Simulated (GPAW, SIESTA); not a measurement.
A GPAW input for a self-consistent single point of PtS2 (P-3m1, 3 atoms in the cell) (DFT PBE, plane waves, GPAW PAW datasets PBE (gpaw-data 1.0.1)):

```python
from ase import Atoms
from ase.units import GPa
from gpaw import GPAW

atoms = Atoms(['Pt', 'S', 'S'],
              cell=[[3.504736, 0.000000, 0.000000],
                    [-1.752368, 3.035190, 0.000000],
                    [0.000000, 0.000000, 5.527666]],
              positions=[[0.000000, 0.000000, 0.000000],
                         [1.752370, 1.011729, 4.309700],
                         [-0.000002, 2.023461, 1.217966]],
              pbc=True)

calc = GPAW(mode={'name': 'pw', 'ecut': 550},
            xc='PBE',
            kpts={'size': (6, 6, 3), 'gamma': True},
            occupations={'name': 'fermi-dirac', 'width': 0.05},
            nbands=-4,
            convergence={'forces': 0.001, 'bands': -2},
            symmetry={'symmorphic': False, 'tolerance': 0.0005},
            maxiter=150,
            txt='-')

atoms.calc = calc

energy = atoms.get_potential_energy()
print('Energy (eV):', round(energy, 6))
forces = atoms.get_forces()
print('Forces (eV/Ang):')
print(forces.round(5))
stress = atoms.get_stress()
print('Stress (GPa, Voigt):', (stress / GPa).round(4))
```

Q: Give the SIESTA input for the same structure, mesh, smearing and functional.

A: This is the input that was run; spellings and numerical settings could be chosen otherwise.

```
# files in the folder: Pt.psml S.psml (PseudoDojo PBE standard)
SystemName  PtS2
SystemLabel pts2

NumberOfAtoms                3
NumberOfSpecies              2
%block ChemicalSpeciesLabel
  1 78 Pt
  2 16 S
%endblock ChemicalSpeciesLabel
LatticeConstant              1.0 Bohr
%block LatticeVectors
     6.622991179    0.000000000    0.000000000
    -3.311495590    5.735677836    0.000000000
     0.000000000    0.000000000   10.445774848
%endblock LatticeVectors
AtomicCoordinatesFormat      ScaledCartesian
%block AtomicCoordinatesAndAtomicSpecies
     0.000000000    0.000000000    0.000000000  1
     3.311498901    1.911890700    8.144152818  2
    -0.000003311    3.823787136    2.301622030  2
%endblock AtomicCoordinatesAndAtomicSpecies

XC.functional                GGA
XC.authors                   PBE
PAO.BasisSize                DZP
PAO.EnergyShift              0.01 Ry
MeshCutoff                   350 Ry
%block kgrid.MonkhorstPack
    6   0   0  0.0
    0   6   0  0.0
    0   0   3  0.0
%endblock kgrid.MonkhorstPack
OccupationFunction           FD
ElectronicTemperature        0.05 eV

MaxSCFIterations             150
SCF.Mixer.Method             Pulay
SCF.Mixer.Weight             0.1
SCF.Mixer.History            8
SCF.DM.Tolerance             1.0E-05
Diag.ParallelOverK           true
WriteForces                  true
Charge.Mulliken              end
```

Basis, cutoffs, solver keys and any potentials are the target program's own. This input uses DFT, GGA PBE, numerical atomic orbitals DZP, PseudoDojo PBE standard norm-conserving potentials (rewritten from UPF to PSML).

The starting cell comes from a database of computed structures (which also holds hypothetical and non-ambient phases and stackings), without a prior relaxation at this level. Its lattice was rescaled by a random factor within 2.5 % of one.
